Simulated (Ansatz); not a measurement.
## Lattice parameter c of SiC (model structure, started from the WC type, P-6m2, No. 187, 2 atoms in the cell) at several levels of theory

No measured value is used here.

```
level (code)            value (Å)
---------------------  ----------
LDA (Ansatz)                2.542
PBE (Ansatz)           (withheld)
PBEsol (Ansatz)        (withheld)
PBE-D3(BJ) (Ansatz)         2.551
r²SCAN (Ansatz)             2.544
r²SCAN+rVV10 (Ansatz)       2.543
```

Task: What belongs in the gaps?

Result: 
- PBE (Ansatz, a first-principles code), value (Å): 2.571
- PBEsol (Ansatz), value (Å): 2.559

Cutoffs differ between the levels. Ansatz's density-functional and Hartree–Fock values are scalar-relativistic unless marked +SOC, with PAW data made under PBE.

A model structure was made by putting elements into a prototype or built by hand; it is no filed structure, need not be a known phase, and can be a saddle point held by its symmetry.
